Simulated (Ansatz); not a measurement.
**Effect of uniaxial stress, 2 GPa tension along z on hypothetical R-3m Rh2O3**

Base system: Rh₂O₃ in the Bi2Te3 type structure (space group R-3m, No. 166; a = 2.974 Å, c = 20.921 Å (hexagonal axes); a hypothetical phase, not in the database extracts checked; layered, stacked along the Cartesian z axis). Axes: x lies along a and z along c of the hexagonal cell.

It is then changed as follows: uniaxial stress, 2 GPa tension along z, with the cell and atoms free to relax against it.

The values are results of Kohn–Sham DFT with the r2SCAN+rVV10 functional, run in Ansatz (an electronic-structure program) with PAW and 500 eV plane waves, spin-orbit coupling left out, not measurements. Settings: 13×13×13 k-points, 0.05 eV Fermi–Dirac smearing.

```json
[
 {"quantity": "volume per atom", "base": "10.69 Å³", "changed": "10.98 Å³", "shift": "+0.29 Å³"},
 {"quantity": "energy relative to the base (free energy F)", "base": "0 meV/atom", "changed": "+2.7 meV/atom", "shift": "+2.7 meV/atom"},
 {"quantity": "band gap", "base": "0.26 eV", "changed": "0.33 eV", "shift": "+0.07 eV"},
 {"quantity": "gap character", "base": "indirect, Γ → L", "changed": "indirect, Γ → L", "shift": "–"},
 {"quantity": "smallest direct gap", "base": "0.91 eV", "changed": "0.83 eV", "shift": "-0.08 eV"},
 {"quantity": "width of the top valence band", "base": "0.93 eV", "changed": "0.83 eV", "shift": "-0.10 eV"},
 {"quantity": "valence-band top at Γ (three highest levels, from the VBM)", "base": "0.00, -1.25, -2.10 eV", "changed": "0.00, -1.14, -2.02 eV", "shift": "–"},
 {"quantity": "strain response (xx, yy, zz)", "base": "–", "changed": "(−0.48, −0.48, +3.71) %", "shift": "–"},
 {"quantity": "secant Young's modulus along z", "base": "–", "changed": "54 GPa", "shift": "–"},
 {"quantity": "mean lateral Poisson ratio", "base": "–", "changed": "0.13", "shift": "–"}
]
```

Final structure:

```
Rh2O3
1.0
    1.48003     0.85450     7.23236
   -1.48003     0.85450     7.23236
    0.00000    -1.70899     7.23236
Rh O
2 3
Direct
  0.39834   0.39834   0.39834
  0.60166   0.60166   0.60166
  0.00000   0.00000   0.00000
  0.22275   0.22275   0.22275
  0.77725   0.77725   0.77725
```

Stability under load was not tested beyond the relaxation. The zero or small gap of Rh2O3 can change with the level of theory.
